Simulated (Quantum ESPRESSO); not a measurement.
Quantum ESPRESSO is run on BaH₄O₃ (Pmc2_1, 16 atoms in the cell), and the run fails. The aim is a self-consistent single point with DFT, PBEsol, plane waves, GBRV 1.5 ultrasoft (PBESOL) pseudopotentials.

Cell that was meant: a = 3.8852 Å, b = 6.2079 Å, c = 6.8138 Å, α = 90.00°, β = 90.00°, γ = 90.00°.

Part of the input:

```fortran
O     0.5000000000    0.5659000000    0.0365900000
O     0.5000000000    0.4341000000    0.5365900000
O     0.5000000000    0.9724400000    0.7236400000
O1     0.5000000000    0.0275600000    0.2236400000
K_POINTS automatic
5 3 3  0 0 0
```

Output (repeated stretches shortened):

```
     This program is part of the open-source Quantum ESPRESSO suite
     for quantum simulation of materials; please cite

 %%%%%%%%%%%%%%%%%%%%%%%%%%%%%%%%%%%%%%%%%%%%%%%%%%%%%%%%%%%%%%%%%%%%%%%%%%%%%%
     Error in routine read_cards (16):
     species O1 in ATOMIC_POSITIONS is nonexistent
 %%%%%%%%%%%%%%%%%%%%%%%%%%%%%%%%%%%%%%%%%%%%%%%%%%%%%%%%%%%%%%%%%%%%%%%%%%%%%%

     stopping ...
```

**Question.** From the messages shown, name the fault and mend the input.

**Answer.** The fault is an atom label that is not in the list of species. Labels in the positions must match the species card. To fix it, correct the label. The program stopped before any SCF iteration.

An input that runs soundly differs in these lines (not the only fix; some lines may just follow from the change or write a value another way):
```diff
-O1     0.5000000000    0.0275600000    0.2236400000
+O     0.5000000000    0.0275600000    0.2236400000
```

With that input, the run converged in 13 iterations: free energy E − TS -4678.3960 eV; top of the valence band (on the code's own zero) 3.85 eV; gap on the k-point mesh 4.44 eV; pressure 4.23 GPa; largest force (vector length) 1.719 eV/Å (DFT, PBEsol, plane waves, GBRV 1.5 ultrasoft (PBESOL) pseudopotentials).

On the sound input: the starting cell comes from a database of computed structures (which also holds hypothetical and non-ambient phases and stackings), without a prior relaxation at this level. Its lattice was rescaled by a random factor within 2.5 % of one. With a pressure of about 4 GPa the cell is away from its equilibrium volume at this level. Forces in this geometry exceed 1 eV/Å.
